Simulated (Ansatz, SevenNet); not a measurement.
# How well does each level of theory give the elastic constant C44 of rock-salt TaC?

Reference value: 190 GPa (measured, temperature not stated, no zero-point or thermal correction; as tabulated in Wu et al. (2005), arXiv:cond-mat/0412374).

```json
[
 {"level (code)": "SevenNet-0", "value (GPa)": "87.5", "cell (Å³/atom)": "11.27", "difference (%)": "-54"},
 {"level (code)": "LDA (Ansatz)", "value (GPa)": "190", "cell (Å³/atom)": "10.75", "difference (%)": "0.0"},
 {"level (code)": "PBE (Ansatz)", "value (GPa)": "179", "cell (Å³/atom)": "11.21", "difference (%)": "-5.8"},
 {"level (code)": "PBE-D3(BJ) (Ansatz)", "value (GPa)": "185", "cell (Å³/atom)": "10.97", "difference (%)": "-2.6"},
 {"level (code)": "HSE06 (Ansatz)", "value (GPa)": "208", "cell (Å³/atom)": "11.01", "difference (%)": "+9.5"}
]
```

The reference's temperature isn't stated, so close values are not ranked against it. Off by more than 25 %, or 35 % on the side where a correction would as a rule narrow the miss (bounds picked here): SevenNet-0 (-54 %).

The measured value isn't corrected to a static lattice, so vibrations enter the comparison. A static lattice is as a rule stiffer than a warm one, by over a tenth in soft solids.  Density-functional levels without +SOC have no spin–orbit coupling. PBE-D3(BJ): the dispersion coefficients are held fixed in the derivatives. HSE06: hybrids on metals are sensitive to the k mesh. HSE06: the run warned that the count of filled bands differs between k points. Each level is taken at its own relaxed cell. K meshes differ between the levels. Ansatz's density-functional and Hartree–Fock values are scalar-relativistic unless marked +SOC, with PAW data made under PBE.

Machine-learned potentials (SevenNet-0) are trained on DFT data: a solid inside that data is no test of them.

Differences are worked out from the printed values.

Ansatz is a program for electronic structure.
